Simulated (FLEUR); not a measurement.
Band structure of LaGe₃Ir (I4mm, 5 atoms in the cell).

```xyz
5
Lattice="-2.2245 2.2245 5.0538 2.2245 -2.2245 5.0538 2.2245 2.2245 -5.0538" Properties=species:S:1:pos:R:3 pbc="T T T"
La     0.0000     0.0000     5.8475
Ge     2.2245     0.0000     3.4632
Ge     0.0000     2.2245     3.4632
Ge     0.0000     0.0000     0.0050
Ir     0.0000     0.0000     2.4134
```

Method: PBEsol, all-electron FLAPW (FLEUR), scalar-relativistic valence.

Settings: Kmax = 3.8 1/bohr; GmaxXC = 15.2 1/bohr; xcFunctional = PBEs; jspins = 1; l_soc = F; mode = hist; fermiSmearingEnergy = 0.00367493 Htr; mesh (inpgen div1-3) = 6 6 6; inpgen gamma flag = true; Gmax = 15.2 1/bohr; numbands = 0; maxIterBroyd = 40; imix = Anderson; alpha = 0.05.

The starting cell comes from a database of computed structures (which also holds hypothetical and non-ambient phases and stackings), without a prior relaxation at this level. Its lattice was rescaled by a random factor within 2.5 % of one. Spin-orbit coupling is off. Spin polarisation is off. Values depend on the basis (sphere radii, cutoffs, local orbitals), which need not be converged.

Levels in eV from the Fermi level, bands 31 to 38:
```
point     31     32     33     34     35    36    37    38
-----  -----  -----  -----  -----  -----  ----  ----  ----
Γ      -2.66  -1.48  -1.48  -0.05  -0.05  1.24  1.30  1.88
X      -2.88  -2.75  -1.83  -1.67   1.66  1.67  1.84  1.93
Y      -2.68  -2.29  -1.86  -1.35   1.49  1.70  1.79  1.90
S      -2.40  -2.18  -1.46  -0.27   0.76  1.48  1.79  1.80
Z      -2.46  -2.20  -0.29   0.83   0.83  0.97  1.35  1.85
S1     -2.40  -2.18  -1.46  -0.27   0.76  1.48  1.79  1.80
N      -2.60  -2.03  -1.27  -0.55   0.22  1.27  1.83  1.84
P      -2.71  -2.24  -2.24  -1.72   1.25  1.75  1.75  1.93
Y1     -2.68  -2.29  -1.86  -1.35   1.49  1.70  1.79  1.90
```
